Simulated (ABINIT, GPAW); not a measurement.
An ABINIT input for a self-consistent single point of CoSi2 (Fm-3m, 3 atoms in the cell) (DFT, LDA (PW92), plane waves, norm-conserving pseudopotentials (PseudoDojo nc-sr-04 LDA standard)):

```
# CoSi2, PseudoDojo nc-sr-04 LDA standard
pp_dirpath "./"
pseudos "Co.upf, Si.upf"
acell 3*1.0
rprim
        -0.0000000000    5.1072531929    5.1072531929
         5.1072531929   -0.0000000000    5.1072531929
         5.1072531929    5.1072531929   -0.0000000000
natom 3
ntypat 2
znucl 27 14
typat 1 2 2
xcart
         0.0000000000    0.0000000000    0.0000000000
         4.0539630000    4.0539630000    4.0539630000
         1.3513210000    1.3513210000    1.3513210000
      Angstrom
ecut 96 Ry
occopt 3
tsmear 0.00499791
nband 18
kptopt 1
ngkpt 9 9 9
nshiftk 1
shiftk 0 0 0
nstep 80
tolvrs 1.0e-12
prtwf 0
prtden 0
enunit 1
```

Q: Write the same calculation as an input for GPAW.

A: One input that does it (others would too):

```python
from ase import Atoms
from ase.units import GPa
from gpaw import GPAW

atoms = Atoms(['Co', 'Si', 'Si'],
              cell=[[0.000000, 2.702642, 2.702642],
                    [2.702642, 0.000000, 2.702642],
                    [2.702642, 2.702642, 0.000000]],
              scaled_positions=[[0.000000, 0.000000, 0.000000],
                                [0.750000, 0.750000, 0.750000],
                                [0.250000, 0.250000, 0.250000]],
              pbc=True)

calc = GPAW(mode={'name': 'pw', 'ecut': 800},
            xc='LDA',
            kpts=(9, 9, 9),
            occupations={'name': 'fermi-dirac', 'width': 0.136},
            nbands=-11,
            convergence={'forces': 0.001},
            symmetry={'symmorphic': False, 'tolerance': 0.0005},
            maxiter=120,
            txt='-')

atoms.calc = calc

energy = atoms.get_potential_energy()
print('Energy (eV):', round(energy, 6))
forces = atoms.get_forces()
print('Forces (eV/Ang):')
print(forces.round(5))
stress = atoms.get_stress()
print('Stress (GPa, Voigt):', (stress / GPa).round(4))
```

Basis settings and potentials, where a program has them, do not carry over. This input uses DFT LDA (Perdew-Wang 92), plane waves, GPAW PAW datasets LDA (gpaw-data 1.0.1). LDA parametrisations can differ slightly between programs. Both were run: pressure -12.78 GPa in ABINIT and -11.53 in GPAW.

On GPAW: the starting cell comes from a database of computed structures (which also holds hypothetical and non-ambient phases and stackings), without a prior relaxation at this level. Its lattice was rescaled by a random factor within 2.5 % of one. Spin polarisation is off. With a pressure of about -12 GPa the cell is away from its equilibrium volume at this level.

On ABINIT: the starting cell comes from a database of computed structures (which also holds hypothetical and non-ambient phases and stackings), without a prior relaxation at this level. Its lattice was rescaled by a random factor within 2.5 % of one. Spin polarisation is off. With a pressure of about -13 GPa the cell is away from its equilibrium volume at this level.
